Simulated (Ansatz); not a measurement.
The starting structures come from a database of crystals and need not be the phases stable at ambient conditions.

Inside the gap of an insulator the Bloch states are evanescent, with a wavenumber k + iκ along the transport direction.

Given:

```yaml
crystal:
  lattice:
    - [5.13568, 0.07547, 0.00000]
    - [1.37360, 4.94915, 0.00000]
    - [1.88104, -2.43684, 3.07839]
  atoms:
    - { symbol: Pb, position: [0.00000, 0.00000, 0.00000] }
    - { symbol: F, position: [0.24209, 0.24209, 0.00000] }
    - { symbol: F, position: [0.75791, 0.75791, 0.00000] }
    - { symbol: F, position: [0.50000, 0.50000, 0.50000] }
    - { symbol: F, position: [0.00000, 0.00000, 0.50000] }
```

Space group of this cell: I4/mmm. The cell was relaxed by PBE-D3(BJ); by r2SCAN its mean pressure is -3.6 GPa.

Transport runs along the normal of the first two printed cell vectors, the (110) plane of the conventional cell.

The gap is the functional's own. No spin-orbit coupling. Mid-gap values are interpolated on the energy grid.

### Question
Compute, with Ansatz (an electronic-structure program) with r2SCAN, the band gap and the smallest decay constant κ at mid-gap.

### Answer
Gap 2.51 eV on a 10×10×10 mesh; κ = 0.412 1/Å, at the zone centre.
